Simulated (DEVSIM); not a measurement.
Device: Au/SiON/p-Ge capacitor, at 300 K.

Layer 1 from the left is SiON, thickness (nm) 4.60. Layer 2 from the left is Ge, thickness (nm) 8700, Na (cm⁻³) 4.7e15.

Metal gate on the left, work function 5.1 eV. Fixed charge at the semiconductor interface 3.4e11 cm⁻² (in units of +e); no interface traps.

Constants are typed, rounded textbook-type inputs, not results; the design itself was drawn at random and stands for no fabricated device. Values at 300 K.

SiON: gap (eV) 7, affinity (eV) 1.4, permittivity 5.5. Ge: gap (eV) 0.664, affinity (eV) 4, permittivity 16, Nc (cm⁻³) 1.04e19, Nv (cm⁻³) 6e18.

Q: Estimate by hand the flat-band voltage, the threshold voltage, and compare with a numerical solution.

A: 
- Flat-band voltage: C = 1.06 μF/cm², work-function difference 0.621 V; VFB = φms − qNf/C = 0.57 V; numerical 0.57 V.
- Threshold voltage: φF = 0.140 V, depletion charge √(4εqNφF) = 2.44e-8 C/cm²; VT = VFB + 2φF + Qd/C = 0.87 V; numerical 0.87 V.

DEVSIM, 1D Poisson equation in equilibrium, Boltzmann statistics, complete ionisation; no quantum confinement or tunnelling. Metal contacts follow the ideal Schottky-Mott rule: no Fermi-level pinning, no interface dipoles.
